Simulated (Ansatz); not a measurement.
**AgRhS2O8, response to strain**

Take AgRhS2O8 (space group C2/m, No. 12; a cell from a computed database, its experimental status unchecked) as the base.

```
CELL_PARAMETERS angstrom
      3.98646    -2.58055     0.00000
      3.98646     2.58055     0.00000
     -0.12186     0.00000     7.25335
ATOMIC_POSITIONS crystal
  Ag 0.00000 0.00000 0.50000
  Rh 0.00000 0.00000 0.00000
  S  0.35813 0.35813 0.21250
  S  0.64187 0.64187 0.78750
  O  0.27527 0.27527 0.38904
  O  0.72473 0.72473 0.61096
  O  0.23392 0.70875 0.20529
  O  0.76608 0.29125 0.79471
  O  0.29125 0.76608 0.79471
  O  0.70875 0.23392 0.20529
  O  0.24983 0.24983 0.04360
  O  0.75017 0.75017 0.95640
```

Cartesian axes are those of the cell as printed.

Strains are applied to the cell and any free atomic positions relax; under biaxial strain the out-of-plane vector relaxes too; under stress the whole cell relaxes.

Computed with PBEsol in Ansatz (plane waves to 420 eV, PAW, no spin-orbit coupling), earlier PAW set.

Notes on the quantities. pressure: mean of the normal stresses, compression positive.

| change | pressure | band gap | volume per atom | width of the top valence band | smallest direct gap |
|---|---|---|---|---|---|
| base | 0.0 kbar | 1.13 eV | 12.44 Å³ | 0.64 eV | 1.22 eV |
| biaxial strain −3.39 %, plane normal [001], relaxed out of plane | 32.0 kbar | 1.24 eV | 11.93 Å³ | 0.55 eV | 1.36 eV |
| biaxial strain −3.06 %, plane normal [001], relaxed out of plane | 28.5 kbar | 1.23 eV | 11.98 Å³ | 0.56 eV | 1.35 eV |
| biaxial strain −1.66 %, plane normal [001], relaxed out of plane | 14.5 kbar | 1.19 eV | 12.19 Å³ | 0.61 eV | 1.30 eV |
| uniaxial strain ε_yy = −1.07 % | 10.1 kbar | 1.15 eV | 12.30 Å³ | 0.68 eV | 1.25 eV |
| tensor shear ε_xy = +1.00 % | 0.0 kbar | 1.14 eV | 12.43 Å³ | – | 1.23 eV |
| tensor shear ε_xz = +3.50 % | 17.5 kbar | 1.00 eV | 12.42 Å³ | 0.66 eV | 1.19 eV |
| uniaxial stress, 8 GPa tension along x | – | 0.82 eV | 13.31 Å³ | 0.75 eV | 1.14 eV |

Beyond what the load breaks, stability against distortions was not tested.

Ansatz is a quantum-chemistry and plane-wave program.
